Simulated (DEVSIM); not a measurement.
System: Schottky contact on n-type Si, at 300 K.

Layer 1 from the left is Si, thickness (μm) 2.80, Nd (cm⁻³) 1.7e15, τn (s) 2.1e-5, τp (s) 2.1e-5.

Left contact: Schottky, work function 5.01 eV, emission velocity 5.3e6 cm/s. Right contact: ohmic. Voltage is applied to the left contact. Recombination: SRH at mid-gap, Auger. Mobility is constant in doping.

This is a model device: material constants are rounded textbook-type values typed into the input, and sizes, dopings and lifetimes were drawn at random. Values at 300 K.

Si: gap (eV) 1.124, affinity (eV) 4.05, permittivity 11.7, Nc (cm⁻³) 2.86e19, Nv (cm⁻³) 3.1e19, μn (cm²/Vs) 1417, μp (cm²/Vs) 470, Cn (cm⁶/s) 2.8e-31, Cp (cm⁶/s) 9.9e-32.

Simulated with DEVSIM: 1D drift-diffusion, Boltzmann statistics, complete ionisation; no tunnelling, impact ionisation, image-force lowering or self-heating. Metal contacts follow the ideal Schottky-Mott rule: no Fermi-level pinning, no interface dipoles.

Dark forward current:

```tsv
|V| (V)	|J| (A/cm²)
0.05	1.345e-8
0.10	1.035e-7
0.15	7.164e-7
0.20	4.908e-6
0.25	3.362e-5
0.30	0.0002303
0.35	0.001577
0.40	0.01078
0.45	0.07349
0.50	0.4959
0.55	3.191
0.60	17.06
0.65	63.11
0.70	162.8
0.75	326.8
0.80	557.3
0.85	850.2
0.90	1198
0.95	1591
1.00	2019
```

Question: Work out the local ideality factor n = ΔV / (kT/q · ln(J2/J1)) between the rows 0.15 and 0.20 V, 0.95 and 1.00 V.

Answer: kT/q = 25.85 mV. From 0.15 to 0.20 V: ln(4.908e-6/7.164e-7) = 1.924, n = 1.01, near the 1 of diffusion or emission over a barrier. From 0.95 to 1.00 V: ln(2019/1591) = 0.238, n = 8.12.

Question: Estimate the current at 0.35 V for emission alone, J0 = q v N_band exp(−φB/kT), and read the barrier back from the simulated current.

Answer: φB = 0.960 eV, N_band = 2.86e19 cm⁻³, J0 = 1.81e-9 A/cm²; J = J0 (exp(qV/kT) − 1) = 0.00137 A/cm². The simulation gives 0.00158 A/cm²; the estimate lies 13 % below. Read backwards, the simulated current gives an apparent barrier of 0.956 eV. The estimate leaves out transport through the depletion region and minority injection.
